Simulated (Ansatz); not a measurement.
The parent structure is C in the diamond structure (space group Fd-3m, No. 227; a = 3.554 Å). Axes: x, y, z lie along the cube axes.

Computed with PBEsol in Ansatz (plane waves to 420 eV, PAW, spin-orbit coupling left out).

For the base:

| Property | Value |
|---|---|
| Shortest interatomic distance | 1.539 Å |

Perturbation: biaxial strain −4.85 %, plane normal [111], relaxed out of plane (Cartesian); in-plane vectors clamped, the third vector and the atoms free.

**Question.** Estimate the effect on the shortest interatomic distance.

**Answer.** The shortest interatomic distance drops by 0.0614 Å, from 1.539 Å to 1.477 Å.

**Question.** Estimate the effect on the out-of-plane strain.

**Answer.** The out-of-plane strain is +0.60 %.

Whether these cells are dynamically stable was not tested.

Ansatz is a program for electronic structure.
